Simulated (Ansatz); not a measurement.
**Response to strain in Al**

Take Al in the fcc (Cu type) structure (space group Fm-3m, No. 225; a = 4.0151 Å; relaxed with 0.1 eV smearing) as the base. Axes: x, y, z lie along the cube axes.

Strains are applied to the cell and any free atomic positions relax; under biaxial strain the out-of-plane vector relaxes too.

Method: Kohn–Sham DFT with the PBEsol functional, run in Ansatz (a program for electronic structure) with PAW and 420 eV plane waves, spin-orbit coupling left out, earlier PAW set.

Notes on the quantities. energy relative to the base: free energy F; pressure: mean of the normal stresses, compression positive.

```tsv
case	energy relative to the base	pressure	shortest interatomic distance	space group
base	0 meV/atom	0.0 GPa	2.839 Å	Fm-3m (No. 225)
biaxial strain +1.14 %, plane normal [110], relaxed out of plane	+1.5 meV/atom	-1.0 GPa	2.813 Å	Immm (No. 71)
isotropic strain −2.85 %	(withheld)	(withheld)	2.758 Å	Fm-3m (No. 225)
isotropic strain +1.66 %	+9.7 meV/atom	-3.6 GPa	2.886 Å	Fm-3m (No. 225)
isotropic strain +2.58 %	+23 meV/atom	-5.3 GPa	2.912 Å	Fm-3m (No. 225)
```

**Question.** What belongs in the blanks?

**Answer.** 
- isotropic strain −2.85 %, energy relative to the base: +34 meV/atom
- isotropic strain −2.85 %, pressure: 8.6 GPa

A biaxial case was relaxed in a doubled cell and then solved in the primitive one. Whether these cells are dynamically stable was not tested.
